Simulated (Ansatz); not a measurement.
For BeTe (model structure, started from the beta GaS type, P6₃/mmc, No. 194, 8 atoms in the cell), PBE (plane waves, PAW; Ansatz, an electronic-structure program) gives:

lattice constant a: 3.961 Å
c axis length: 16.654 Å
enthalpy of formation: -0.284 eV/atom

Q: What does PBE-D3(BJ) (PAW; Ansatz) give for the same quantities?

A: 
- lattice constant a: 3.896 Å (shrinks by 1.6 %)
- lattice parameter c: 14.785 Å (drops by 11 %)
- formation enthalpy: -0.181 eV/atom (moves by +0.103 eV/atom)

Changes are worked out from the printed values.

Unless a cell is named, each level is at its own relaxed cell (PBE 28.29, PBE-D3(BJ) 24.30 Å³/atom).

Levels without +SOC leave out spin–orbit coupling, which shifts energies and cells of such heavy elements.

Ansatz's density-functional and Hartree–Fock values are scalar-relativistic unless marked +SOC, with PAW data made under PBE.

A model structure was made by putting elements into a prototype or built by hand; it is no filed structure, need not be a known phase, and can be a saddle point held by its symmetry.
